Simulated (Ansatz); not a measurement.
Start from Ta in the bcc (W type) structure (space group Im-3m, No. 229; a = 3.305 Å). Axes: x, y, z lie along the cube axes.

Method: r2SCAN (Ansatz, a quantum-chemistry and plane-wave program; PAW; 500 eV plane waves; no spin-orbit coupling), earlier PAW set.

Base values:

```
Quantity                         Value
-----------------------------  -------
Shortest interatomic distance  2.862 Å
```

It is then changed as follows: a free-standing slab of 2 layers (2 atoms, 1 a layer) is cut normal to [110], with 15 Å of vacuum and the in-plane cell held at bulk.

**Question.** Predict the new shortest interatomic distance and excess energy per area of both faces.

**Answer.** The shortest interatomic distance shrinks by 0.162 Å (2.862 Å → 2.700 Å); the excess energy per area of both faces (slab less bulk energy over the cell's area: twice a surface energy) comes out as 5.21 J/m² (uncertain by up to 0.04 J/m²).

Slab and bulk use different k-meshes, which limits the precision of the excess energy. No phonon test of stability was made. All final runs are without spin polarisation.
